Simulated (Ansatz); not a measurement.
Take WC (space group P-6m2, No. 187; a = 2.913 Å, c = 2.836 Å; relaxed with 0.1 eV smearing) as the base.

Level of theory: Ansatz (a program for electronic structure) r2SCAN, spin-orbit coupling left out, earlier PAW set.

Before the change:

The pressure is 0.0 GPa.

The change: an isotropic linear strain of −3.88 %; the atoms relax in the strained cell.

Question: What does the calculation give for the energy relative to the base and pressure after the change?

Answer: The energy increases by 0.203 eV/atom; the pressure (mean of the normal stresses, compression positive) goes from zero to 61.6 GPa.

Stability against distortions was not tested. All final runs are without spin polarisation.
